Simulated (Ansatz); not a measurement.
# Computed paths: Ru-vacancy pair in fcc Cu, neutral cell

Defect: Ru-vacancy pair (Ru on one host Cu site, one Cu site vacant) in fcc Cu, neutral cell. Method: PBE, PAW (plane waves to 420 eV; Ansatz, a quantum-chemistry and plane-wave program).

32-site cell at the relaxed PBE lattice, a 2×2×2 k-point mesh shifted by half a step, smearing 0.10 eV, spin-restricted, no finite-size correction. Static, classical nuclei. Forms of the defect that were not tried may lie lower.

Barriers: single points on a 4×4×4 k-point mesh shifted by half a step at the bands' geometries (they differ from the bands' own by up to 0.10 eV, and are uncertain by about as much).

| Route | Start site over the lowest site run (eV) | Hop (Å) | Forward barrier (eV) | Backward barrier (eV) | Neighbours at the start | Neighbours at the saddle | Saddle order | Forward, on the band's own sampling (eV) |
|---|---|---|---|---|---|---|---|---|
| a nearby Cu atom hops onto the vacant site (Ru-vacancy distance between ideal sites 2.57 → 3.63 Å) | 0.11 | 2.49 | 0.66 | 0.76 | 4 Cu at 2.54, 2 Cu at 2.57, 2 Cu at 2.58, 2 Cu at 2.59, Cu at 2.61 Å | 4 Cu at 2.37, Cu at 2.77, Cu at 2.79, Cu at 2.82; Ru at 2.80 Å | not checked, on a symmetry element | 0.56 |
| Ru and the vacancy change places (Ru-vacancy distance between ideal sites 2.57 Å throughout) | 0.11 | 2.46 | 1.09 | 1.09 | 4 Cu at 2.56, 2 Cu at 2.58, Cu at 2.60, 4 Cu at 2.61 Å | 4 Cu at 2.45, 4 Cu at 2.78 Å | not checked, on a symmetry element | 1.06 |

Paths come from nudged elastic bands with a climbing image. Of the routes that converged and passed our checks, the lowest saddle point lies 0.76 eV above the lowest of the sites run (a nearby Cu atom hops onto the vacant site (Ru-vacancy distance between ideal sites 2.57 → 3.63 Å)); other sites, such as split forms, and other routes may lie lower. A band can be held on a symmetry element, so unchecked saddle points there may be too high.
